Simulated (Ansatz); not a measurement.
Start from GaAs in the rock salt structure (space group Fm-3m, No. 225; a = 5.304 Å; a hypothetical phase, not in the database extracts checked).

Modification: N takes the place of As on all its sites; the structure is relaxed again.

Levels (all Ansatz, a program for electronic structure, PAW, earlier PAW set): PBEsol (420 eV, no SOC); r2SCAN (500 eV, no SOC); HSE06 (420 eV, no spin-orbit coupling); PBEsol+SOC (420 eV, spin-orbit coupling included); HSE06+SOC (420 eV, with spin-orbit coupling).

One geometry, relaxed with PBEsol, under each level:

| level | band gap | lowest conduction level above the VBM at special points | electron mass | pressure |
|---|---|---|---|---|
| PBEsol | 0.54 eV | X 0.54 eV; Γ 2.27 eV; K 3.13 eV; U 3.13 eV | 0.47 mₑ along k, 0.18 mₑ across (at X) | 0.01 GPa |
| r2SCAN | 1.16 eV | X 1.16 eV; Γ 2.83 eV; K 3.77 eV; U 3.77 eV | 0.46 mₑ along k, 0.19 mₑ across (at X) | -0.46 GPa |
| HSE06 | 1.89 eV | X 1.89 eV; Γ 3.58 eV; K 4.54 eV | – | – |
| PBEsol+SOC | 0.54 eV | X 0.54 eV; Γ 2.27 eV; K 3.13 eV; U 3.13 eV | 0.47 mₑ along k, 0.18 mₑ across (at X) | -0.01 GPa |
| HSE06+SOC | 1.89 eV | X 1.89 eV; Γ 3.58 eV; K 4.54 eV | – | – |

Single points use the geometry relaxed with PBEsol. Their cutoffs differ, which shifts pressures a little. HSE06 was sampled on its mesh, a few special points and the semilocal edge points, so its gap is an upper bound. The spin-orbit shifts are approximate. Masses are band curvatures over ±0.01 Å⁻¹ around the edge. Along k means along the line from Γ to the band edge. Whether these cells are dynamically stable was not tested. The runs without spin-orbit coupling are not spin-polarised. This is not the structure that GaN has at room temperature and ambient pressure.
